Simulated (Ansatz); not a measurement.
MgO (model structure, started from the BeO type, P4₂/mnm, No. 136, 8 atoms in the cell) was calculated with r²SCAN+rVV10 in Ansatz (plane waves, PAW).

Run with plane-wave cutoff 560 eV, 6×6×10 k mesh (along the axes of the cell as run), Fermi–Dirac smearing 0.01 eV, scalar-relativistic PAW data made under PBE.

Cell (relaxed at this level):

```cif
data_Mg4O4
_chemical_formula_sum 'Mg4 O4'
_space_group_name_H-M_alt 'P42/mnm'
_space_group_IT_number 136
_space_group_name_Hall '-P 4n 2n'
_cell_length_a 5.48180
_cell_length_b 5.48180
_cell_length_c 3.26541
_cell_angle_alpha 90.000
_cell_angle_beta 90.000
_cell_angle_gamma 90.000
loop_
_atom_site_label
_atom_site_type_symbol
_atom_site_symmetry_multiplicity
_atom_site_Wyckoff_symbol
_atom_site_fract_x
_atom_site_fract_y
_atom_site_fract_z
_atom_site_occupancy
Mg1 Mg 4 g 0.17932 0.17932 0.50000 1
O1 O 4 f 0.31614 0.31614 0.00000 1
```

### Question
Give the computed band gap.

### Answer

band gap: 4.13 eV (on the SCF k mesh)

Note: the relaxation could raise the start's symmetry but not lower it, so the cell can be a saddle point.

Computed values are for the static lattice.

Computing time: around 4 core-minutes (rough).

A model structure was made by putting elements into a prototype or built by hand; it is no filed structure, need not be a known phase, and can be a saddle point held by its symmetry.

Ansatz is an electronic-structure program.
